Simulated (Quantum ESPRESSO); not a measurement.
Worked example: self-consistent single point of BC₇ (P-43m, 8 atoms in the cell) in Quantum ESPRESSO.

Method of the run: LDA (PZ), GBRV 1.5 ultrasoft (LDA) pseudopotentials (plane waves; Quantum ESPRESSO).

```yaml
crystal:
  lattice:
    - [3.62015, 0.00000, 0.00000]
    - [0.00000, 3.62015, 0.00000]
    - [0.00000, 0.00000, 3.62015]
  atoms:
    - { symbol: B, position: [0.00000, 0.00000, 0.00000] }
    - { symbol: C, position: [0.00000, 0.50000, 0.50000] }
    - { symbol: C, position: [0.50000, 0.00000, 0.50000] }
    - { symbol: C, position: [0.50000, 0.50000, 0.00000] }
    - { symbol: C, position: [0.74522, 0.74522, 0.25478] }
    - { symbol: C, position: [0.74522, 0.25478, 0.74522] }
    - { symbol: C, position: [0.25478, 0.25478, 0.25478] }
    - { symbol: C, position: [0.25478, 0.74522, 0.74522] }
```

Reference input (self-consistent single point, DFT, LDA (PZ), plane waves, GBRV 1.5 ultrasoft (LDA) pseudopotentials): ecutwfc = 40 Ry; ecutrho = 200 Ry; occupations = smearing; smearing = mp; degauss = 0.0147 Ry; potentials = {B: b_lda_v1.4.uspp.F.UPF, C: c_lda_v1.2.uspp.F.UPF}; K_POINTS = automatic 7 7 7 0 0 0; conv_thr = 1e-10 Ry; mixing_beta = 0.3. This run's input differs from it in these lines:

```diff
@@ -39,3 +39,3 @@
 K_POINTS automatic
-7 7 7  0 0 0
+12 12 12  0 0 0
```

Log, with long lists cut:

```
     Self-consistent Calculation

     iteration #  1     ecut=    40.00 Ry     beta= 0.30

     total energy              =     -87.04803445 Ry
     estimated scf accuracy    <       0.47256788 Ry

     iteration #  2     ecut=    40.00 Ry     beta= 0.30

     total energy              =     -86.96978760 Ry
     estimated scf accuracy    <       0.17188839 Ry

     iteration #  3     ecut=    40.00 Ry     beta= 0.30

     total energy              =     -86.98549807 Ry
     estimated scf accuracy    <       0.00634441 Ry

   [... 8 blocks of this kind left out ...]

     iteration # 12     ecut=    40.00 Ry     beta= 0.30

     total energy              =     -86.98700597 Ry
     estimated scf accuracy    <          2.5E-09 Ry

     iteration # 13     ecut=    40.00 Ry     beta= 0.30
     End of self-consistent calculation

     the Fermi energy is    11.1470 ev

!    total energy              =     -86.98700597 Ry
     estimated scf accuracy    <          4.1E-11 Ry
     smearing contrib. (-TS)   =       0.00029542 Ry
     internal energy E=F+TS    =     -86.98730139 Ry

     convergence has been achieved in  13 iterations

     Forces acting on atoms (cartesian axes, Ry/au):

     atom    1 type  1   force =     0.00000000    0.00000000    0.00000000
     atom    2 type  2   force =     0.00000000    0.00000000    0.00000000
     atom    3 type  2   force =     0.00000000    0.00000000    0.00000000
     atom    4 type  2   force =     0.00000000    0.00000000    0.00000000
     atom    5 type  2   force =    -0.00189382   -0.00189382    0.00189382
   [... lines left out ...]

     Total force =     0.006560     Total SCF correction =     0.000008

          total   stress  (Ry/bohr**3)                   (kbar)     P=     -137.64
  -0.00093567   0.00000000   0.00000000         -137.64        0.00        0.00
   0.00000000  -0.00093567   0.00000000            0.00     -137.64        0.00
   0.00000000   0.00000000  -0.00093567            0.00        0.00     -137.64

   JOB DONE.
```

The run converged in 13 iterations. Against the reference run the free energy stays essentially unchanged (within 1 meV/atom), the pressure goes from -13.87 to -13.76 GPa and the largest force goes from 0.096 to 0.084 eV/Å.

The starting cell comes from a database of computed structures (which also holds hypothetical and non-ambient phases and stackings), without a prior relaxation at this level. With a pressure of about -14 GPa the cell is away from its equilibrium volume at this level.

Cost on one core of a shared machine: roughly 60 s.
